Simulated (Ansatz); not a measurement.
**Input and output of a self-consistent single point for RbLaMg₆ (Amm2, 8 atoms in the cell) (Ansatz, a first-principles code)**

Method: PBEsol, default PAW files made with PBE (plane waves; Ansatz).

Input:

Ansatz 0.2 input:
```yaml
# RbLaMg6
crystal:
  lattice:
    - [5.42779000, 0.00000000, 0.00000000]
    - [0.00000000, 3.61559500, 6.03105000]
    - [0.00000000, -3.61559500, 6.03105000]
  atoms:
    - { symbol: Rb, position: [0.00000000, 0.14880000, 0.14880000] }
    - { symbol: La, position: [0.50000000, 0.34261000, 0.34261000] }
    - { symbol: Mg, position: [0.50000000, 0.80086000, 0.37016000] }
    - { symbol: Mg, position: [0.50000000, 0.37016000, 0.80086000] }
    - { symbol: Mg, position: [0.50000000, 0.84607000, 0.84607000] }
    - { symbol: Mg, position: [0.00000000, 0.66071000, 0.16383000] }
    - { symbol: Mg, position: [0.00000000, 0.16383000, 0.66071000] }
    - { symbol: Mg, position: [0.00000000, 0.66696000, 0.66696000] }
kpoints:
  mp_grid:
    grid: [6, 5, 5]
hamiltonian:
  xc: pbesol
  pseudopotentials:
    kind: paw
scf:
  occupations:
    method: cold
    width: 0.2
output:
  forces: true
  eigenvalues: true
  stress: true
```

Output (repeated stretches shortened):

```
WARN basis.ecutwfc = 420 eV, the default
WARN ansatz: RAYON_NUM_THREADS=1 ignored (pool sized by the plan → 1); use --threads N
Pseudopotentials: kind: paw
Pseudopotential: Rb, paw, valence charge 9
Pseudopotential: La, paw, valence charge 11
Pseudopotential: Mg, paw, valence charge 10
Crystal: 8 atoms, lattice volume = 236.715 Å³
Basis set: ecut = 420 eV, 4647 PW (Γ), exchange–correlation on 80×96×96 points (8 copies of the dense FFT grid, shifted against one another)
Bands: 48, of which v1, the nominal top of the filled ones, is band 40 counted from 1 (39 counted from 0)
Symmetry: 4 space group operations
Space group: Amm2 (ITA 38), of the structure as read, at distance tolerance 6.2e-5 Å
k-points: 36 of 150 (time reversal used)
PAW frozen core: Rb, regenerated for the run's functional, and the local potential with it
PAW frozen core: La, regenerated for the run's functional, and the local potential with it
PAW frozen core: Mg, regenerated for the run's functional, and the local potential with it
Initial density: superposition of atomic densities (neutral atoms: chi_scale 0, normalization atom), corrected by the library's trained network
Initial wavefunctions: pseudopotential atomic-orbital guess
Eigensolver: davidson
Functional: x = pbesol(κ = 0.804, μ = 0.12345679012345678), c = pbesol(β = 0.046)
SCF iter   1: F=—  HF=-20848.895575 eV  |F-HF|=—  |Δ(HF+E_count)|=         —  Δρ=2.18e-3  dr2=1.55e-2  ethr=1.77e-3  ⟨swp⟩=6.4  Hψ=6179  notcnv=0
all-band conjugate gradients solve this SCF's bands
preconditioner: auto → Kerker (q_TF=auto, 2.277 Å⁻¹)
SCF iter   2: F=—  HF=-20848.895160 eV  |F-HF|=—  |Δ(HF+E_count)|=   4.15e-4  S|Δr|=    0.00e0  Δρ=1.20e-3  dr2=6.52e-3  ethr=1.94e-5  ⟨swp⟩=3.5  Hψ=4029  notcnv=0
SCF iter   3: F=—  HF=-20848.894094 eV  |F-HF|=—  |Δ(HF+E_count)|=   1.07e-3  S|Δr|=    0.00e0  Δρ=3.89e-4  dr2=9.52e-4  ethr=8.15e-6  ⟨swp⟩=2.2  Hψ=1909  notcnv=0
SCF iter   4: F=—  HF=-20848.893935 eV  |F-HF|=—  |Δ(HF+E_count)|=   1.59e-4  S|Δr|=    0.00e0  Δρ=8.58e-5  dr2=5.68e-5  ethr=1.19e-6  ⟨swp⟩=2.0  Hψ=2015  notcnv=0
SCF iter   5: F=—  HF=-20848.893942 eV  |F-HF|=—  |Δ(HF+E_count)|=   6.48e-6  S|Δr|=    0.00e0  Δρ=3.13e-5  dr2=6.13e-6  ethr=7.10e-8  ⟨swp⟩=2.0  Hψ=2157  notcnv=0
SCF iter   6: F=—  HF=-20848.893940 eV  |F-HF|=—  |Δ(HF+E_count)|=   1.91e-6  S|Δr|=    0.00e0  Δρ=1.20e-5  dr2=8.25e-7  ethr=7.66e-9  ⟨swp⟩=2.0  Hψ=2852  notcnv=0
SCF iter   7: F=-20848.893940 eV  HF=-20848.893940 eV  |F-HF|=2.47e-8  |Δ(HF+E_count)|=   2.29e-7  S|Δr|=    0.00e0  Δρ=3.60e-6  dr2=5.46e-8  ethr=1.25e-10  ⟨swp⟩=8.9  Hψ=9214  notcnv=0
SCF 1 converged in 7 iterations: F = -20848.893940 eV  dr2 = 5.46e-8
SCF converged after 7 iterations
Stability not checked (fill_not_monotonic)
Free energy (F): -20848.893940 eV
Harris-Foulkes:  -20848.893940 eV  (|F-HF|=2.47e-8)
Internal energy: -20848.886613 eV  (E = F + TS)
E sigma→0 (E₀):  -20848.891497 eV
Entropy (-TS):   -0.007327 eV (-0.916 meV/atom)
Fermi energy:    5.711028 eV
Step filling:    the computed levels leave a gap of 0.0089 eV = 0.0 smearing widths
--- Per-component energies (eV) ---
  E_band       = -2312.925909
  E_kinetic    = 830.925202
  E_local      = -11080.555156  (includes V_loc(G=0)·N_el)
  E_nonlocal   = 851.092403
  E_hartree    = 3925.784106
  E_xc         = -432.830588
  E_vxc        = -497.720919  (∫ρ·V_xc dr)
  E_paw        = -9587.137554  (= ΣΔE_a)
  E_vpaw       = -268.235244  (= ΣTr[D̂ρ^β])
  E_aug_tail   = -0.000015  (compensation charges beyond the density's cutoff)
  E_ewald      = -5356.811364
  E_core_change = 0.646354  (= ΣΔE_core)
  E_smearing   = -0.007327  (= −TS)
  E_closure    = -0.000000  (closes the sum)
  Σ components = -20848.893940   (vs F -20848.893940, Δ=0.00e0)
--- Forces (eV/Å), atoms counted from 1 ---
  atom   1  Rb     0.00000000     0.00000000    -0.01632029
  atom   2  La     0.00000000     0.00000000     0.01237888
  atom   3  Mg     0.00000000     0.02371567     0.02535612
  atom   4  Mg     0.00000000    -0.02371567     0.02535612
  atom   5  Mg     0.00000000     0.00000000     0.04218296
  atom   6  Mg     0.00000000    -0.04681557    -0.05907265
  atom   7  Mg     0.00000000     0.04681557    -0.05907265
  atom   8  Mg     0.00000000     0.00000000     0.02922591
  max |Σ_I F_I| component: 3.44e-5 eV/Å
--- Stress (GPa, compression-positive) ---
       -0.898484       0.000000       0.000000
        0.000000      -0.846152       0.000000
        0.000000       0.000000      -0.914228
  P = ⅓ Tr σ = -0.8863 GPa (-8.863 kbar)
  The stress holds the Pulay correction. Without it, at fixed plane waves, as pw.x and ABINIT print it: P = -0.8887 GPa
--- Band table (eV; the first three rows and the last of 36) ---
  k-point 0: bands = ["-70.3045", "-70.0063", "-69.9609", "-69.9608", "-69.9032", "-69.9025", "-37.2647", "-37.2435", "-37.2291", "-36.9543", "-36.9496", "-36.9358", "-36.9272", "-36.9261", "-36.9004", "-36.8975", "-36.8869", "-36.8868", "-36.8608", [...]
  k-point 1: bands = ["-70.3045", "-70.0063", "-69.9609", "-69.9608", "-69.9032", "-69.9025", "-37.2647", "-37.2435", "-37.2291", "-36.9543", "-36.9496", "-36.9358", "-36.9271", "-36.9262", "-36.9002", "-36.8978", "-36.8869", "-36.8868", "-36.8607", [...]
  k-point 2: bands = ["-70.3045", "-70.0063", "-69.9609", "-69.9608", "-69.9032", "-69.9025", "-37.2647", "-37.2435", "-37.2291", "-36.9543", "-36.9496", "-36.9358", "-36.9268", "-36.9265", "-36.8994", "-36.8985", "-36.8870", "-36.8867", "-36.8605", [...]
  k-point 35: bands = ["-70.3045", "-70.0063", "-69.9609", "-69.9608", "-69.9032", "-69.9025", "-37.2647", "-37.2435", "-37.2290", "-36.9543", "-36.9496", "-36.9359", "-36.9272", "-36.9262", "-36.9000", "-36.8979", "-36.8870", "-36.8866", [...]
```

The run converged in 7 iterations.

The starting cell comes from a database of computed structures (which also holds hypothetical and non-ambient phases and stackings), without a prior relaxation at this level. Ansatz's pressure includes its estimate of the finite-basis (Pulay) stress.
